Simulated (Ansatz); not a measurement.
Ge(111):H-slab (10 atoms), on its own PBE lattice.

```
CELL_PARAMETERS angstrom
      4.02945     0.00000     0.00000
     -2.01473     3.48961     0.00000
      0.00000     0.00000    31.72100
ATOMIC_POSITIONS crystal
  Ge 0.33333 0.66667 0.33282
  Ge 0.66667 0.33333 0.35773
  Ge 0.66667 0.33333 0.43525
  Ge 0.00000 0.00000 0.46117
  Ge 0.00000 0.00000 0.53883
  Ge 0.33333 0.66667 0.56475
  Ge 0.33333 0.66667 0.64227
  Ge 0.66667 0.33333 0.66718
  H  0.33333 0.66667 0.28374
  H  0.66667 0.33333 0.71626
```

Values marked by level come from PBE+D3(BJ) (plane waves to 420 eV, PAW; Ansatz, an electronic-structure program); r2SCAN (plane waves to 500 eV, PAW; Ansatz); PBE+D3(BJ) with spin-orbit coupling (plane waves to 420 eV, PAW; Ansatz); HSE06 (plane waves to 420 eV, PAW; Ansatz). Geometries and values that name no level are of the first. Values not marked SOC have no spin–orbit coupling; PBE gaps are too small against experiment. Its k-point mesh 9×9×1, Fermi–Dirac width 0.01 eV. HSE06 ran on meshes of its own (6×6×1); its edges and gaps are taken over the mesh and over extra points off it, mostly where PBE has its edges.

All levels ran on one geometry.

```tsv
level	mesh	gap (eV)
PBE	9×9×1	0.36
r2SCAN	9×9×1	0.64
HSE06	6×6×1	(withheld)
PBE+SOC	9×9×1	0.26
```

**Question.** Complete the blanks.

**Answer.** 
- HSE06, gap (eV): 0.98
